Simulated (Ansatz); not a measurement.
```yaml
crystal:
  lattice:
    - [5.01590, -0.00124, -0.20002]
    - [-0.00328, 3.12846, -0.10618]
    - [1.01183, -0.60997, 24.99446]
  atoms:
    - { symbol: Al, position: [0.38719, 0.09542, 0.02689] }
    - { symbol: Al, position: [0.87139, 0.12935, 0.09929] }
    - { symbol: N, position: [0.75108, 0.09554, 0.02909] }
    - { symbol: N, position: [0.25421, 0.12917, 0.09839] }
    - { symbol: Al, position: [0.37637, 0.64636, 0.13521] }
    - { symbol: Al, position: [0.87472, 0.68081, 0.20835] }
    - { symbol: N, position: [0.75622, 0.64674, 0.13647] }
    - { symbol: N, position: [0.25648, 0.68054, 0.20750] }
    - { symbol: Al, position: [0.37524, 0.19755, 0.24393] }
    - { symbol: Al, position: [0.87512, 0.23194, 0.31694] }
    - { symbol: N, position: [0.75658, 0.19780, 0.24469] }
    - { symbol: N, position: [0.25645, 0.23171, 0.31619] }
    - { symbol: Al, position: [0.37451, 0.74868, 0.35251] }
    - { symbol: Al, position: [0.87593, 0.78313, 0.42565] }
    - { symbol: N, position: [0.75626, 0.74897, 0.35338] }
    - { symbol: N, position: [0.25579, 0.78276, 0.42441] }
    - { symbol: Al, position: [0.37086, 0.30013, 0.46157] }
    - { symbol: Al, position: [0.88645, 0.33406, 0.53396] }
    - { symbol: N, position: [0.75367, 0.30034, 0.46248] }
    - { symbol: N, position: [0.25036, 0.33393, 0.53179] }
    - { symbol: Mg, position: [0.38132, 0.85340, 0.57364] }
    - { symbol: Mg, position: [0.84858, 0.89563, 0.64601] }
    - { symbol: Mg, position: [0.34456, 0.41482, 0.68853] }
    - { symbol: Mg, position: [0.84455, 0.45592, 0.76030] }
    - { symbol: Mg, position: [0.34470, 0.97337, 0.80053] }
    - { symbol: Mg, position: [0.84511, 0.01455, 0.87231] }
    - { symbol: Mg, position: [0.34931, 0.53366, 0.91482] }
    - { symbol: Mg, position: [0.88196, 0.57605, 0.98723] }
```

The first 20 atoms are the substrate (AlN-wz), the rest the film (Mg).

Method: PBE (plane waves to 420 eV, PAW; Ansatz, an electronic-structure program). No spin–orbit coupling; the runs are not spin-polarised; PBE gaps are too small against experiment. Its k-point mesh 6×10×1, Fermi–Dirac width 0.05 eV.

Problem. Describe the bonding at the interfaces and give the barriers.

Solution. A periodic stack without vacuum, hcp Mg (1 0 0) on wurtzite AlN (1 0 0) (film strained to the substrate, started from cuts of the bulks and a machine-learned relaxation; slabs Al10N10 and Mg8, which can lie off the formulas): substrate slab Al10N10, film Mg8, surface cells [[0, 1], [-1, 0]] and [[0, 1], [-1, 0]], film strained by -3.1 and -2.1 %, outermost planes AlN/AlN and Mg/Mg as cut, which need not be the usual terminations and can put a slab off its formula.
The interface area is 15.7 Å². The period is 24.98 Å and the heights between the nearest atoms of the two slabs at the two interfaces comes out as 0.99 and 0.99 Å. The Al–Mg contacts across the interfaces within 1.22 times the sum of covalent radii comes out as 8, mean 3.12 Å, the Mg–N contacts across the interfaces within 1.22 times the sum of covalent radii comes out as 4, mean 1.99 Å and the hole barrier (PBE) comes out as 1.78 eV. The electron barrier (PBE) comes out as 2.26 eV.
